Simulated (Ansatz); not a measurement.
Consider TiC in the rock salt structure (space group Fm-3m, No. 225; a = 4.3278 Å; relaxed with 0.1 eV smearing). Axes: x, y, z lie along the cube axes.

The values are results of DFT with r2SCAN, PAW potentials and a 500 eV plane-wave cutoff in Ansatz (an electronic-structure program), no SOC, not measurements.

Perturbation: an isotropic linear strain of −2.00 %, atoms relaxed at fixed cell.

Q: Predict the stress tensor and what it implies for the stiffness.

A: Stress of the strained cell less that of the base (GPa, compression positive):
```
   17.9     0.0     0.0
    0.0    17.9     0.0
    0.0     0.0    17.9
```

Then B = −ΔP/(ΔV/V₀) with ΔV/V₀ = -0.0588 gives secant stiffness values (nonlinear terms included at this strain): B ≈ 305 GPa.

As a check, the harmonic strain energy −½ V₀ Δσ:ε is 34 meV/atom; the computed energy rise is 32 meV/atom.

No phonon test of stability was made. All final runs are without spin polarisation.
